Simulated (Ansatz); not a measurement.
Candidates (primitive cells; geometry: relaxed with this functional, without spin-orbit coupling):
A. MgTl (Pm-3m), a = b = c = 3.6137 Å, α = β = γ = 90.00°
B. TaRh3 (Pm-3m), a = 3.8459 Å, b = 3.8459 Å, c = 3.8459 Å, α = 90.00°, β = 90.00°, γ = 90.00°
C. YAl2 (Fd-3m), a = b = c = 5.521 Å, α = β = γ = 60.00°

Problem. Put the candidates in order of mean free path at 300 K, highest first, for PBEsol, DFPT electron-phonon coupling, linearised Boltzmann equation (Ansatz, a first-principles code).

Solution. B (14.0 nm), A (10.2 nm), C (6.3 nm)

Metals; harmonic phonons alone scatter; means over directions. The mean free path is weighted by the current that each state carries. Halving the electron mesh moves these values by up to 5 %; q meshes are mostly untested. Some of the runs warned that the eigensolver left states short of its tolerance. Spin-orbit coupling is left out.

Formula and space group known from diffraction (Crystallography Open Database), not checked to be the room-temperature form: MgTl (Pm-3m), TaRh3 (Pm-3m). The missing spin-orbit coupling matters most for MgTl (Pm-3m), TaRh3 (Pm-3m).
